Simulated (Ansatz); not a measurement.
Base system: SnSe2 in the CdI2 type structure (space group P-3m1, No. 164; layered, stacked along the Cartesian z axis).

```xyz
3
Lattice="3.7936 0.0000 0.0000 -1.8968 3.2854 0.0000 0.0000 0.0000 5.7438" Properties=species:S:1:pos:R:3 pbc="T T T"
Sn     0.0000     0.0000     0.0000
Se     0.0000     2.1903     1.5854
Se     1.8968     1.0951     4.1584
```

Cartesian axes are those of the cell as printed.

All numbers come from PBEsol-D3(BJ) (Ansatz, an electronic-structure program), spin-orbit coupling left out.

Strains are applied to the cell and any free atomic positions relax.

One change was made to it. Results:

The energy is nearly the same; the shortest interatomic distance falls by 0.005 Å to 2.699 Å; the largest internal atomic displacement amounts to 0.012 Å; the pressure (mean of the normal stresses, compression positive) stays 0.0 GPa.

Q: Which of these changes matches the shifts?
(A) tensor shear ε_xz = +2.00 %
(B) tensor shear ε_xz = +0.57 %
(C) tensor shear ε_xz = +1.71 %

A: B, tensor shear ε_xz = +0.57 %. For comparison, the largest internal atomic displacement in the other runs: tensor shear ε_xz = +1.71 % gives 0.034 Å; tensor shear ε_xz = +2.00 % gives 0.041 Å.

Stability against distortions was not tested. All final runs are without spin polarisation.
